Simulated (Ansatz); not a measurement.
The parent structure is La₂O₃ (space group P-3m1, No. 164; a = 3.935 Å, c = 6.126 Å). Axes: x lies along a and z along c of the hexagonal cell.

Calculations: r2SCAN in Ansatz (plane waves to 500 eV, PAW, no SOC).

For the base:

The band gap is 4.23 eV.

It is then changed as follows: biaxial strain +1.64 %, plane normal [001], relaxed out of plane (Cartesian); in-plane vectors clamped, the third vector and the atoms free.

Question: How does this affect the band gap?

Answer: The band gap shrinks by 0.183 eV (4.23 eV → 4.04 eV).

Question: What happens to the ratio −ε⊥/ε∥?

Answer: The ratio −ε⊥/ε∥ comes out as 1.29.

Question: What happens to the in-plane stress?

Answer: The mean in-plane stress (compression positive) amounts to -3.5 GPa.

No phonon test of stability was made.

Ansatz is an electronic-structure program.
